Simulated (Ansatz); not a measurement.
For NbAl3 (I4/mmm, No. 139; structure not from a measured cell), LDA in Ansatz (PAW) gives:

- lattice parameter a: 3.793 Å
- lattice parameter c: 8.509 Å
- bulk modulus B0: 139 GPa
- cohesive energy: 5.56 eV/atom

**Question.** What does r²SCAN (Ansatz, a first-principles code, PAW) give for the same quantities?

**Answer.** 
- lattice constant a: 3.834 Å (grows by 1.1 %)
- lattice parameter c: 8.576 Å (goes up by 0.8 %)
- bulk modulus: 136 GPa (drops by 2.2 %)
- cohesive energy: 4.78 eV/atom (shrinks by 0.78 eV/atom)

Changes are worked out from the printed values.

Unless a cell is named, each level is at its own relaxed cell (LDA 15.30, r²SCAN 15.76 Å³/atom).

Caveats: the bulk modulus is −V dP/dV from two relaxed cells at ±2 % in volume (LDA, r²SCAN); the relaxation could not lower the start's symmetry, so the cell can be a saddle point above a distorted one (LDA, r²SCAN). Ansatz's density-functional and Hartree–Fock values are scalar-relativistic unless marked +SOC, with PAW data made under PBE.
